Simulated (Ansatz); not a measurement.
The starting structures come from a database of crystals and need not be the phases stable at ambient conditions.

Inside the gap of an insulator the Bloch states are evanescent, with a wavenumber k + iκ along the transport direction.

Given:

```
Hg3Cl2S2
1.0
    7.78447     0.00000     0.00000
   -2.59482     7.33926     0.00000
    2.59482     3.66963     6.35599
Hg S Cl
6 4 4
Direct
  0.05609   0.75000   0.19391
  0.44391   0.25000   0.30609
  0.80609   0.05609   0.25000
  0.69391   0.44391   0.75000
  0.75000   0.80609   0.94391
  0.25000   0.69391   0.55609
  0.00000   0.46497   0.50000
  0.46497   0.50000   0.00000
  0.50000   0.00000   0.53503
  0.03503   0.03503   0.96497
  0.00000   0.98037   0.50000
  0.98037   0.50000   0.00000
  0.50000   0.00000   0.01963
  0.51963   0.51963   0.48037
```

Space group of this cell: I2_13. The cell was relaxed by PBE-D3(BJ); by PBEsol its mean pressure is -1.2 GPa.

Transport runs along the normal of the first two printed cell vectors, the (110) plane of the conventional cell.

The gap is the functional's own. No spin-orbit coupling. Mid-gap values are interpolated on the energy grid.

Problem. Give the band gap and the smallest decay constant κ at mid-gap that PBEsol in Ansatz (a quantum-chemistry and plane-wave program) yields.

Solution. Gap 1.90 eV on a 6×6×6 mesh; κ = 0.267 1/Å, at the zone centre.
